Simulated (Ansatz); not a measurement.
# Hypothetical fluorite ZnBr2, response to strain

The parent structure is ZnBr2 in the fluorite structure (space group Fm-3m, No. 225; a = 6.691 Å; a hypothetical phase, not in the database extracts checked). Axes: x, y, z lie along the cube axes.

Strains are applied to the cell and any free atomic positions relax; under stress the whole cell relaxes.

Computed with Ansatz (a first-principles code), r2SCAN, PAW, cutoff 500 eV, no spin-orbit coupling.

| change | band gap | volume per atom | space group |
|---|---|---|---|
| base | 0.19 eV | 24.97 Å³ | Fm-3m (No. 225) |
| isotropic strain −1.16 % | 0.28 eV | 24.11 Å³ | Fm-3m (No. 225) |
| isotropic strain +0.41 % | 0.17 eV | 25.28 Å³ | Fm-3m (No. 225) |
| isotropic strain +3.13 % | zero | 27.39 Å³ | Fm-3m (No. 225) |
| isotropic strain +5.01 % | zero | 28.91 Å³ | Fm-3m (No. 225) |
| uniaxial strain ε_zz = −2.27 % | 0.09 eV | 24.40 Å³ | I4/mmm (No. 139) |
| uniaxial stress, 0.5 GPa tension along z | 0.17 eV | 25.05 Å³ | I4/mmm (No. 139) |
| uniaxial stress, 2 GPa compression along z | 0.13 eV | 24.64 Å³ | I4/mmm (No. 139) |
| tensor shear ε_xy = +0.69 % | 0.20 eV | 24.97 Å³ | Immm (No. 71) |
| uniaxial stress, 5 GPa tension along x | zero | 26.01 Å³ | I4/mmm (No. 139) |

The mesh was chosen for an insulator and is coarse for the gapless case. Stability under load was not tested beyond the relaxation. The final runs are not spin-polarised. Under tensor shear ε_xy = +0.69 % the cell ends below the base's energy or with stress of the wrong sign: the atoms slid into a distortion or the cell is elastically unstable, so the base is not a stable minimum at this level. A zero or small gap of ZnBr2 can be the functional's error rather than a property of the material.
